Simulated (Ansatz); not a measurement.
# The (121) surface of black phosphorus in its 1x1 cell, outermost plane spacing 0.17 Å in the ideal cut

Calculation: PBE with D3(BJ) dispersion (plane waves to 420 eV, PAW; Ansatz, an electronic-structure program).

Slab: 40 atoms, 10.9 Å thick at the start; k 7x4x1, smearing 0.1 eV, dipole-corrected; all atoms relaxed; no symmetry held; no spin, no spin-orbit, no U.

```
Quantity                                        Result
-----------------------------  -----------------------
work function of the top face                  4.87 eV
energy released by relaxation                  4.06 eV
cost                           roughly 90 core-minutes
```
